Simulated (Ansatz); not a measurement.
The parent structure is CdS in the wurtzite structure (space group P6_3mc, No. 186; a = 4.196 Å, c = 6.830 Å).

Method: PBE (Ansatz, a first-principles code), without spin-orbit coupling.

Strains are applied to the cell and any free atomic positions relax.

One change was made to it. Results:

The pressure (mean of the normal stresses, compression positive) goes from zero to -1.76 GPa; the mean gap deformation potential ΔEg/Δln V is -2.4 eV; the energy goes up by 5.4 meV/atom; the valence-band top at Γ (three highest levels, from the VBM) becomes 0.00, 0.00, -0.03 eV (base: 0.00, 0.00, -0.04 eV).

**Question.** Name the change that was made.
A. isotropic strain +0.60 %
B. isotropic strain +3.00 %
C. isotropic strain +1.20 %
D. isotropic strain +2.40 %
E. isotropic strain +1.80 %

**Answer.** C, isotropic strain +1.20 %. For comparison, the energy relative to the base in the other runs: isotropic strain +2.40 % gives +21 meV/atom; isotropic strain +3.00 % gives +32 meV/atom; isotropic strain +0.60 % gives +1.4 meV/atom; isotropic strain +1.80 % gives +12 meV/atom.

Whether these cells are dynamically stable was not tested.
